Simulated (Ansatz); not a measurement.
Formation energy of the bound charge states of H interstitial started on F in rock-salt LiF (start: bound to F, open side; 64-site cell, 2×2×2 shifted sampling) against the Fermi level, F-rich (Δμ(H) = -2.74 eV, bounded by HF molecule; only phases computed here count, gases as isolated molecules at 0 K). Calculation: PBE, PAW (plane waves to 420 eV; Ansatz, an electronic-structure program).

Cell and caveats: 64-site cell; 2×2×2 shifted k-points; host gap 8.83 eV; charged states image-corrected; not converged in cell size; flagged in the runs: a doubtful potential alignment.

| E_F − E_VBM (eV) | q = +1 | q = 0 | q = −1 |
|---|---|---|---|
| 0.00 | 0.55 | 6.35 | 11.20 |
| 1.10 | 1.65 | 6.35 | 10.10 |
| 2.21 | 2.75 | 6.35 | 9.00 |
| 3.31 | 3.86 | 6.35 | 7.89 |
| 4.41 | 4.96 | 6.35 | 6.79 |
| 5.52 | 6.06 | 6.35 | 5.69 |
| 6.62 | 7.17 | 6.35 | 4.58 |
| 7.72 | 8.27 | 6.35 | 3.48 |
| 8.83 | 9.37 | 6.35 | 2.38 |

Crossings of the lowest lines: (+1/−1) at 5.33 eV.
